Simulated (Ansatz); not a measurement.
**WRu (P-6m2, No. 187, 2 atoms in the cell; start mp-1219476)**

The numbers are results of LDA (PAW; Ansatz, an electronic-structure program), not measurements.

Numerical settings: plane-wave cutoff 520 eV, 24×24×12 k mesh (along the axes of the cell as run), Fermi–Dirac smearing 0.05 eV, no spin polarisation, scalar-relativistic PAW data made under PBE.

Cell (relaxed at this level):

```yaml
crystal:
  lattice:
    - [2.73971, 0.00000, 0.00000]
    - [-1.36986, 2.37266, 0.00000]
    - [0.00000, 0.00000, 4.39070]
  atoms:
    - { symbol: Ru, position: [0.00000, 0.00000, 0.50000] }
    - { symbol: W, position: [0.66667, 0.33333, 0.00000] }
```

bulk modulus: 341 GPa

Note: the run has no spin polarisation, so it can have missed a magnetic state; the bulk modulus is −V dP/dV from two relaxed cells at ±2 % in volume; the relaxation could not lower the start's symmetry, so the cell can be a saddle point above a distorted one.

Spin–orbit coupling is not included.

The computed numbers hold no vibrational or temperature effects.

Computing time: about 110 core-seconds (a rough figure).

A start named mp-… is a Materials Project structure, which need not be a measured phase.
